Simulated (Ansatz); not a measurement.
## BAs (model structure, started from the GeS type, Pnma, No. 62, 8 atoms in the cell)

Computed with r²SCAN+rVV10 (Ansatz, a first-principles code, plane waves, PAW).

Settings: plane-wave cutoff 560 eV, 6×18×16 k mesh (along the axes of the cell as run), Fermi–Dirac smearing 0.05 eV, scalar-relativistic PAW data made under PBE.

Cell (relaxed at this level):

```yaml
crystal:
  lattice:
    - [6.57472, 0.00000, 0.00000]
    - [0.00000, 3.41120, 0.00000]
    - [0.00000, 0.00000, 5.67542]
  atoms:
    - { symbol: B, position: [0.16095, 0.25000, 0.40199] }
    - { symbol: B, position: [0.33905, 0.75000, 0.90199] }
    - { symbol: B, position: [0.83905, 0.75000, 0.59801] }
    - { symbol: B, position: [0.66095, 0.25000, 0.09801] }
    - { symbol: As, position: [0.83642, 0.25000, 0.39056] }
    - { symbol: As, position: [0.66358, 0.75000, 0.89056] }
    - { symbol: As, position: [0.16358, 0.75000, 0.60944] }
    - { symbol: As, position: [0.33642, 0.25000, 0.10944] }
```

For BAs (model structure, started from the GeS type, Pnma, No. 62, 8 atoms in the cell), the band gap is 0.50 eV (indirect) and the smallest direct gap on the k points sampled comes out as 1.19 eV.

Note: the relaxation could raise the start's symmetry but not lower it, so the cell can be a saddle point.

Spin–orbit coupling is not included.

The computed numbers hold no vibrational or temperature effects.

Cost on a shared machine: about 5 core-minutes (a rough figure).

A model structure was made by putting elements into a prototype or built by hand; it is no filed structure, need not be a known phase, and can be a saddle point held by its symmetry.
